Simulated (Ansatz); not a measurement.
Base system: CdSe in the zinc blende structure (space group F-43m, No. 216; a = 6.133 Å).

Level of theory: Ansatz (a program for electronic structure), r2SCAN, PAW, cutoff 500 eV, no SOC.

Strains are applied to the cell and any free atomic positions relax.

One change was made to it. Results:

The gap character stays direct at Γ; the energy grows by 4.0 meV/atom; the hole mass (degenerate bands, along [100]) goes from 0.098, 0.70, 0.70 mₑ (at Γ) to 0.095, 0.73, 0.73 mₑ (at Γ); the pressure drops by 1.44 GPa, from 0.01 GPa to -1.43 GPa.

**Question.** Name the change that was made.
A. isotropic strain +1.00 %
B. isotropic strain +3.00 %
C. isotropic strain +0.50 %
D. isotropic strain +1.50 %
E. isotropic strain +2.00 %

**Answer.** A, isotropic strain +1.00 %. For comparison, the energy relative to the base in the other runs: isotropic strain +2.00 % gives +15 meV/atom; isotropic strain +0.50 % gives +1.0 meV/atom; isotropic strain +1.50 % gives +8.9 meV/atom; isotropic strain +3.00 % gives +34 meV/atom.

Masses are band curvatures over ±0.01 Å⁻¹ around the edge. Gaps are read on the SCF mesh and a high-symmetry path. Stability against distortions was not tested.
